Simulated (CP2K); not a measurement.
Input and output of a self-consistent single point for C3N4 (P-43m, 7 atoms in the cell) (CP2K).

Level of theory: LDA (Pade form), GPW, DZVP-MOLOPT-SR-GTH basis, GTH-PADE potentials (GTH_POTENTIALS) in CP2K.

```xyz
7
Lattice="3.4568 0.0000 0.0000 0.0000 3.4568 0.0000 0.0000 0.0000 3.4568" Properties=species:S:1:pos:R:3 pbc="T T T"
C      0.0000     0.0000     1.7284
C      1.7284     0.0000     0.0000
C      0.0000     1.7284     0.0000
N      0.8493     0.8493     2.6075
N      0.8493     2.6075     0.8493
N      2.6075     2.6075     2.6075
N      2.6075     0.8493     0.8493
```

Reference input (self-consistent single point, DFT PBEsol, GPW, DZVP-MOLOPT-SR-GTH basis, GTH-PBE potentials (GTH_POTENTIALS)): CUTOFF = 400 Ry; REL_CUTOFF = 50 Ry; KPOINTS/SCHEME = MONKHORST-PACK 10 10 10; GAMMA_CENTERED = T; XC_FUNCTIONAL = PBE:PBESOL; C/BASIS_SET = DZVP-MOLOPT-SR-GTH; C/POTENTIAL = GTH-PBE-q4; N/BASIS_SET = DZVP-MOLOPT-SR-GTH; N/POTENTIAL = GTH-PBE-q5; METHOD = GPW; EPS_DEFAULT = 1e-10; NGRIDS = 4. This run's input differs from it in these lines:

```diff
@@ -40,6 +40,3 @@
     &XC
-      &XC_FUNCTIONAL
-        &PBE
-          PARAMETRIZATION PBESOL
-        &END PBE
+      &XC_FUNCTIONAL PADE
       &END XC_FUNCTIONAL
@@ -78,3 +75,3 @@
       BASIS_SET DZVP-MOLOPT-SR-GTH
-      POTENTIAL GTH-PBE-q4
+      POTENTIAL GTH-PADE-q4
     &END KIND
@@ -82,3 +79,3 @@
       BASIS_SET DZVP-MOLOPT-SR-GTH
-      POTENTIAL GTH-PBE-q5
+      POTENTIAL GTH-PADE-q5
     &END KIND
```

Output, abridged:

```
 SCF WAVEFUNCTION OPTIMIZATION

  Step     Update method      Time    Convergence         Total energy    Change
     1 NoMix/Diag. 0.40E+00      -     1.04352791       -57.5252425730 -5.75E+01
     2 Broy./Diag. 0.40E+00      -     0.15886492       -54.6271734047  2.90E+00
     3 Broy./Diag. 0.40E+00      -     0.04579186       -56.3591767149 -1.73E+00
     4 Broy./Diag. 0.40E+00      -     0.01093545       -56.8171269558 -4.58E-01
     5 Broy./Diag. 0.40E+00      -     0.00231953       -56.8440416469 -2.69E-02
     6 Broy./Diag. 0.40E+00      -     0.00103627       -56.8286313230  1.54E-02
   [... 2 lines left out ...]
     9 Broy./Diag. 0.40E+00      -     0.00000589       -56.8215400588 -5.36E-04
    10 Broy./Diag. 0.40E+00      -     0.00000103       -56.8215477992 -7.74E-06
    11 Broy./Diag. 0.40E+00      -     0.00000112       -56.8214925712  5.52E-05
    12 Broy./Diag. 0.40E+00      -     0.00000006       -56.8214801981  1.24E-05
  *** SCF run converged in    12 steps ***

  Overlap energy of the core charge distribution:               0.00000004591476
  Self energy of the core charge distribution:               -136.36715211081236
  Core Hamiltonian energy:                                     41.42706379650365
  Hartree energy:                                              53.48459373733221
  Exchange-correlation energy:                                -15.36598566706221

  Total energy:                                               -56.82148019812394

 ENERGY| Total FORCE_EVAL ( QS ) energy [hartree]            -56.821482436639400

 FORCES| Atomic forces [hartree/bohr]
 FORCES|   Atom     x               y               z               |f|
 FORCES|      1  1.71449260E-11  1.71141091E-11 -8.36377548E-12   2.56279917E-11
   [... lines left out ...]

 STRESS| Analytical stress tensor [bar]
 STRESS|                        x                   y                   z
 STRESS|      x       -1.60053923879E+05  -1.13658731146E-05  -1.14195543587E-05
 STRESS|      y       -1.13658731146E-05  -1.60053923879E+05  -1.14656296826E-05
 STRESS|      z       -1.14195543587E-05  -1.14656296826E-05  -1.60053955644E+05
 STRESS| 1/3 Trace                                            -1.60053934468E+05
```

The run converged in 12 iterations. Against the reference run the pressure goes from -4.46 to -16.01 GPa, the largest force goes from 0.110 to 0.304 eV/Å and the gap on the mesh goes from 2.405 to 2.469 eV.

The starting cell comes from a database of computed structures (which also holds hypothetical and non-ambient phases and stackings), without a prior relaxation at this level. Values carry the incompleteness of an atom-centred basis. With a pressure of about -16 GPa the cell is away from its equilibrium volume at this level.

Cost on one core of a shared machine: roughly 80 s.
